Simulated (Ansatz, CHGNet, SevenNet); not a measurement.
## How the lattice parameter a of NbSi2 (model structure, started from the AlB2 type, P6/mmm, No. 191, 3 atoms in the cell) moves with the method

No measured value is used here.

| level (code) | value (Å) |
|---|---|
| CHGNet-r²SCAN | 4.112 |
| SevenNet-0 | 3.938 |
| SevenNet-l3i5 | 4.469 |
| LDA (Ansatz) | 4.341 |
| PBEsol (Ansatz) | 4.366 |
| r²SCAN (Ansatz) | 4.380 |
| r²SCAN+rVV10 (Ansatz) | 4.370 |

CHGNet-r²SCAN, SevenNet-0: the cell has another shape than the first-principles one, perhaps another minimum in the same group. CHGNet-r²SCAN, SevenNet-0, SevenNet-l3i5: the cell moved over 20 % in volume from its start. LDA, PBEsol, r²SCAN, r²SCAN+rVV10: the run has no spin polarisation, so it can have missed a magnetic state. Cutoffs differ between the levels. Ansatz's density-functional and Hartree–Fock values are scalar-relativistic unless marked +SOC, with PAW data made under PBE.

Machine-learned potentials (CHGNet-r²SCAN, SevenNet-0, SevenNet-l3i5) are trained on DFT data: a solid inside that data is no test of them.

A model structure was made by putting elements into a prototype or built by hand; it is no filed structure, need not be a known phase, and can be a saddle point held by its symmetry.

Ansatz is a program for electronic structure.
